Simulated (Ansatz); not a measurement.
Sb(001) slab, cut from rhombohedral Sb: Sb24, 6 atomic planes, area 67 Å², cell height 21.3 Å with vacuum; both faces free, started from the bulk cut, in-plane cell fixed at 1.004 times the relaxed lattice. Method: PBE (plane waves, PAW; Ansatz, a quantum-chemistry and plane-wave program). Mean temperature 437 K, 12.0 ps sampled after 7.5 ps of Langevin dynamics; k-points: 2x2x1 mesh shifted by half a step in the plane; no spin polarisation or spin-orbit coupling. So thin a slab has no true bulk in its middle, and the cell admits only reconstructions that fit it.

```tsv
plane (from the bottom)	atoms	start height (Å)	mean height (Å)	spread of site heights (Å)	rms motion, normal (Å)	rms motion, in plane (Å)	in-plane shift from the start (Å)	coordination
1	Sb4	-4.63	-4.76	0.00	0.17	0.19	0.13	3.3
2	Sb4	-3.09	-3.23	0.00	0.17	0.19	0.12	6.2
3	Sb4	-0.77	-0.76	0.00	0.10	0.13	0.01	6.2
4	Sb4	0.77	0.77	0.00	0.11	0.13	0.01	6.1
5	Sb4	3.09	3.23	0.00	0.17	0.19	0.12	6.2
6	Sb4	4.63	4.76	0.00	0.16	0.20	0.13	3.4
```

| Property | Value |
|---|---|
| outer plane spacing | 1.53 Å against 1.53 Å at the start (0 %) |
| normal motion of the outer planes over that of the middle | 1.5 |
| in-plane diffusion | none seen within 12.0 ps |
| coordination in the top plane | 3-fold 64 %, 4-fold 32 %, 5-fold 4 % |
| mean vibrational (phonon) frequency | 2.8 THz |

A denser in-plane k-mesh moves the forces of one frame by 0.08 eV/Å rms. Bonds are counted up to Sb-Sb 4.09 Å; heights count from the centre of mass.
